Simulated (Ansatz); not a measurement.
# YAl3: pressure series

The parent structure is YAl$_{3}$ (space group R-3m, No. 166; a = 6.123 Å, c = 21.050 Å (hexagonal axes); a cell from a computed database, its experimental status unchecked).

Cell and atoms are relaxed at each pressure.

Computed with Kohn–Sham DFT with the PBEsol functional, run in Ansatz (a quantum-chemistry and plane-wave program) with PAW and 420 eV plane waves, without spin-orbit coupling.

Notes on the quantities. enthalpy: H = E + PV relative to the base's energy.

```json
[
 {"variant": "base", "enthalpy": "–", "shortest interatomic distance": "2.726 Å"},
 {"variant": "pressure −2 GPa", "enthalpy": "-0.24 eV/atom", "shortest interatomic distance": "2.735 Å"},
 {"variant": "pressure −1 GPa", "enthalpy": "-0.12 eV/atom", "shortest interatomic distance": "2.731 Å"},
 {"variant": "pressure 0.3 GPa", "enthalpy": "+0.04 eV/atom", "shortest interatomic distance": "2.725 Å"},
 {"variant": "pressure 0.7 GPa", "enthalpy": "+0.08 eV/atom", "shortest interatomic distance": "2.723 Å"},
 {"variant": "pressure 1.5 GPa", "enthalpy": "+0.18 eV/atom", "shortest interatomic distance": "2.720 Å"},
 {"variant": "pressure 3 GPa", "enthalpy": "+0.35 eV/atom", "shortest interatomic distance": "2.714 Å"},
 {"variant": "pressure 5 GPa", "enthalpy": "+0.57 eV/atom", "shortest interatomic distance": "2.705 Å"},
 {"variant": "pressure 7.5 GPa", "enthalpy": "+0.85 eV/atom", "shortest interatomic distance": "2.696 Å"},
 {"variant": "pressure 10 GPa", "enthalpy": "+1.12 eV/atom", "shortest interatomic distance": "2.687 Å"}
]
```

Load acts through the strain it causes; cell and atoms are relaxed under it. Whether these cells are dynamically stable was not tested. No other phases were tried under pressure. All final runs are without spin polarisation.
